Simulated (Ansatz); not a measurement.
We look at the energy of the reaction as written. Reaction: 2 cell B → cell A. A negative value means that the right-hand side lies lower.

Cell A: a slab of composition C12N4, 16 atoms, hexagonal cell of 4.86 Å (20.4 Å²), symmetry C2/m within 0.02 Å, 3.3 Å thick under 16 Å of vacuum, in-plane vectors relaxed; planes from bottom to top: C6N2 × 2, in two parts with no bond between them, 3.3 Å apart at the widest; a model cell; spin state with PBE: run without spin, k-point mesh 8×8×1.
```xyz
16
Lattice="4.8570 0.0000 0.0000 -2.4285 4.2062 0.0000 0.0000 0.0000 19.3000" Properties=species:S:1:pos:R:3 pbc="T T T"
N      0.0122     0.0070     7.9996
C      0.0119     1.4090     7.9834
C     -0.0119     1.3953    11.3166
N      1.2021     0.6940    11.3004
C     -1.2026     2.1098     7.9825
C     -1.2023     3.5120     7.9834
C     -1.2261     3.4983    11.3166
C     -0.0116     2.7975    11.3175
C      2.4406     0.0075     7.9849
N      2.4409     1.4092     7.9835
C      2.4163     1.3950    11.3140
C      3.6306     0.6936    11.3151
C      1.2268     2.1099     7.9849
C      1.2265     3.5123     7.9860
N      1.2019     3.4981    11.3165
C      2.4160     2.7974    11.3151
```

Cell B: a sheet of composition C6N2, 8 atoms, hexagonal cell of 4.86 Å (20.4 Å²), symmetry P6/mmm within 0.02 Å, 0.0 Å thick under 16 Å of vacuum, in-plane vectors relaxed; planes from bottom to top: C6N2, all atoms in one plane; a model cell; spin state with PBE: run without spin, k-point mesh 12×12×1.
```
CELL_PARAMETERS angstrom
      4.85742     0.00000     0.00000
     -2.42871     4.20665     0.00000
      0.00000     0.00000    16.00000
ATOMIC_POSITIONS crystal
  N  0.00000 0.00000 0.50000
  C  0.16665 0.33331 0.50000
  C  0.99997 0.49999 0.50000
  C  0.16665 0.83335 0.50000
  C  0.50001 0.00003 0.50000
  N  0.66667 0.33333 0.50000
  C  0.50001 0.49999 0.50000
  C  0.66669 0.83335 0.50000
```

Plane-wave PAW calculations with Ansatz (a first-principles code), its default PAW set, cutoff 420 eV, 500 eV for r2SCAN. The structures are at rest with PBE+D3(BJ); other levels are single points on them. HSE06 runs on coarser k-point meshes, mended by the PBE difference between the two meshes. Neutral cells; Fermi-Dirac smearing of at most 0.05 eV in the solids, energies taken to zero width. The lattices are those relaxed with PBE+D3(BJ), so at other levels the solids can be strained, which adds to the spread. A dispersion term (D3(BJ), or D4 for r2SCAN) was computed beside these levels and is taken off wherever the name lacks it. Static lattices, no vibrational contributions. Cells are local rest points, mostly with their start's symmetry. Values are for these cell sizes. Cell A has symmetry C2/m within 0.02 Å and got no random move, so less symmetric positions, which may lie lower, weren't tried. Cell B has symmetry P6/mmm within 0.02 Å and got no random move, so less symmetric positions, which may lie lower, weren't tried.

Levels: PBE, PBE+D3(BJ), r2SCAN, r2SCAN+D4, HSE06, HSE06+D3(BJ).

### Question
Do the levels agree on the sign?

### Answer
uphill: PBE (0.09), HSE06 (0.06); downhill: PBE+D3(BJ) (-0.38), r2SCAN (-0.15), r2SCAN+D4 (-0.44), HSE06+D3(BJ) (-0.44) (values in eV; within 0.05 eV of zero counts as too close to call). The levels shown span 0.53 eV, from r2SCAN+D4 (-0.44) to PBE (0.09). They disagree on the sign.
